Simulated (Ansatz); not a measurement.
Start from Re in the hcp (Mg type) structure (space group P6_3/mmc, No. 194; a = 2.7764 Å, c = 4.4809 Å; relaxed with 0.1 eV smearing). Axes: x lies along a and z along c of the hexagonal cell.

All numbers come from Ansatz (an electronic-structure program) PBE, no spin-orbit coupling.

Modification: the cell is scaled by 1.0100 in all directions; the atoms relax in the strained cell.

Problem. Predict the stress tensor and what it implies for the stiffness.

Solution. Stress of the strained cell less that of the base (GPa, compression positive):
```
  -10.1     0.0     0.0
    0.0   -10.1     0.0
    0.0     0.0   -10.2
```

Then B = −ΔP/(ΔV/V₀) with ΔV/V₀ = 0.0303 gives secant stiffness values (nonlinear terms included at this strain): B (at held cell shape, above the free-shape value) ≈ 335 GPa.

As a check, the harmonic strain energy −½ V₀ Δσ:ε is 14 meV/atom; the computed energy rise is 15 meV/atom.

Stability against distortions was not tested. All final runs are without spin polarisation.
